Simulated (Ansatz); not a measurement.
Start from WTe$_{2}$ (space group Fm-3m, No. 225; a = 6.569 Å; a hypothetical phase, not in the database extracts checked).

Method: Kohn–Sham DFT with the PBEsol functional, run in Ansatz (a quantum-chemistry and plane-wave program) with PAW and 420 eV plane waves, no spin-orbit coupling, earlier PAW set.

Before the change:

The band gap is zero, the gap character is absent and the lattice parameter a is 656.9 pm.

Now apply this change: I takes the place of Te on all its sites, then cell and atoms are relaxed.

**Question.** What happens to the band gap, gap character and lattice parameter a?

**Answer.** The band gap goes from zero to 0.57 eV; the gap character changes from absent to indirect, K–Γ (46 % along) → a point along ⟨111⟩, about 0.5 Å⁻¹ from Γ; the lattice parameter a grows by 5.8 pm to 662.7 pm.

With I and W present, leaving out spin-orbit coupling can change the band edges. Whether these cells are dynamically stable was not tested. As relaxed here, WI2 is a hypothetical phase, not in the database extracts checked. All final runs are without spin polarisation. WTe2 has a high density of states at the Fermi level and may be magnetic at this level.
